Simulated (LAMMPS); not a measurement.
Melts of Al (fcc) with 25 % of Al sites Fe cooled to 300 K at several rates.

All values are model results, not measurements: classical MD, pair style eam/fs, file AlFe_mm.eam.fs; code LAMMPS.

| cooling rate (K/s) | energy above the crystal | state | density | coordination number of Al by Fe | rough cost |
|---|---|---|---|---|---|
| 1e+12 | 0.042 eV/atom | glass | 3.87 g/cm³ (one sample) | 2.82 (counted to 3.46 Å) | 2.1 core-hours |
| 1e+13 | 0.047 eV/atom | glass | 3.87 g/cm³ (one sample) | 2.83 (counted to 3.42 Å) | 16 core-minutes |
| 1e+14 | 0.051 eV/atom | glass | 3.86 g/cm³ (one sample) | 2.84 (counted to 3.46 Å) | 8 core-minutes |

Costs are rough and include melting and analysis.

Caution: the potential EAM-type AlFe_mm.eam.fs is made for dilute Fe in Al.
